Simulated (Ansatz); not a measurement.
Take CaF₂ (space group Pmc2_1, No. 26; a = 3.4697 Å, b = 4.1055 Å, c = 5.8761 Å; a cell from a computed database, its experimental status unchecked) as the base.

Levels (all Ansatz, a quantum-chemistry and plane-wave program, PAW): PBEsol (420 eV, without spin-orbit coupling); r2SCAN (500 eV, no SOC); HSE06 (420 eV, scalar-relativistic without spin-orbit coupling).

One geometry, relaxed with PBEsol, under each level:

| level | band gap | lowest conduction level above the VBM at special points | pressure |
|---|---|---|---|
| PBEsol | 6.32 eV | Γ 6.32 eV; Y 6.84 eV; Z 7.41 eV; T 7.49 eV | 0.00 GPa |
| r2SCAN | 7.11 eV | Γ 7.11 eV; Y 7.64 eV; Z 8.18 eV; T 8.29 eV | 0.87 GPa |
| HSE06 | ___ | ___ | – |

Question: Give the withheld HSE06 results.

Answer: 
- HSE06, band gap: 8.63 eV
- HSE06, lowest conduction level above the VBM at special points: Γ 8.63 eV; Y 9.33 eV; Z 9.82 eV

Single points use the geometry relaxed with PBEsol. Their cutoffs differ, which shifts pressures a little. HSE06 was sampled on its mesh, a few special points and the semilocal edge points, so its gap is an upper bound. Stability against distortions was not tested.
